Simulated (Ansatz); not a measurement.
Start from InP in the CsCl type structure (space group Pm-3m, No. 221; a = 3.449 Å; a hypothetical phase, not in the database extracts checked; relaxed with 0.1 eV smearing). Axes: x, y, z lie along the cube axes.

Method: plane-wave PAW DFT at the PBE level (Ansatz, a first-principles code, 420 eV), spin-orbit coupling left out.

A first run, uniaxial strain ε_yy = +2.37 %, gives secant values C11 ≈ 64 GPa and C12 ≈ 55 GPa from its stress. A second run applies biaxial strain +1.61 %, plane normal [001], relaxed out of plane.

**Question.** What does linear elasticity predict for −ε⊥/ε∥ in the second run, and what does the run give?

**Answer.** Linear elasticity: 2 C12/C11 = 1.72. The run gives 1.94; any difference comes from nonlinear terms at these strains and numerical noise.

Whether these cells are dynamically stable was not tested. All final runs are without spin polarisation.
